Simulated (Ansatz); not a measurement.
**Pressure series in SnO**

The parent structure is SnO in the litharge type structure (space group P4/nmm, No. 129; a = 3.7934 Å, c = 4.7643 Å; layered, stacked along the Cartesian z axis).

Cell and atoms are relaxed at each pressure.

Computed with plane-wave PAW DFT at the r2SCAN+rVV10 level (Ansatz, an electronic-structure program, 500 eV), no spin-orbit coupling.

Notes on the quantities. enthalpy: H = E + PV relative to the base's energy.

| change | lattice parameter a | enthalpy | band gap |
|---|---|---|---|
| base | 3.793 Å | – | zero |
| pressure −2 GPa | 3.816 Å | -0.22 eV/atom | 0.80 eV |
| pressure −1 GPa | 3.806 Å | -0.11 eV/atom | 0.26 eV |
| pressure 0.9 GPa | 3.781 Å | +0.10 eV/atom | zero |
| pressure 2.1 GPa | 3.766 Å | +0.22 eV/atom | zero |
| pressure 4.5 GPa | 3.733 Å | +0.46 eV/atom | zero |
| pressure 9 GPa | 3.685 Å | +0.88 eV/atom | zero |
| pressure 15 GPa | 3.635 Å | +1.42 eV/atom | zero |
| pressure 22.5 GPa | 3.585 Å | +2.06 eV/atom | zero |
| pressure 30 GPa | 3.547 Å | +2.67 eV/atom | zero |

The mesh was chosen for an insulator and is coarse for the gapless case. Load acts through the strain it causes; cell and atoms are relaxed under it. Whether these cells are dynamically stable was not tested. Competing high-pressure phases were not computed. All final runs are without spin polarisation. A zero or small gap of SnO can be the functional's error rather than a property of the material.
